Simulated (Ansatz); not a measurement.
Cubic perovskite CsPbF3, treated with PBE0 (plane waves, PAW; Ansatz, a program for electronic structure).

Numerical settings: plane-wave cutoff 460 eV, 6×6×6 k mesh, Fermi–Dirac smearing 0.01 eV, scalar-relativistic PAW data made under PBE.

Equation-of-state points:

```csv
V (Å³/atom),E − E_lowest (meV/atom),P (GPa)
21.872,8.36,2.450
22.447,1.96,1.144
23.146,0.00,-0.207
23.598,1.67,-0.963
24.174,6.69,-1.809
```

Estimate the bulk modulus from the pressures at 22.447 and 23.146 Å³/atom, and compare it with a fit to all energies.

B = −V dP/dV. Between V = 22.447 and 23.146 Å³/atom, dP/dV = (-0.207 − (1.144))/(23.146 − 22.447) = -1.93 GPa per Å³/atom; at the midpoint 22.797 Å³/atom this gives B ≈ 44.1 GPa. The third-order Birch–Murnaghan fit gives V0 = 23.031 Å³/atom, B0 = 41.9 GPa, B′ = 4.8, which lies 5 % below that estimate.

Note: the volume lies 6 % above that of the published cell.

Spin–orbit coupling is not included; it can shift volumes and moduli of such heavy elements.

Computed values are for the static lattice.
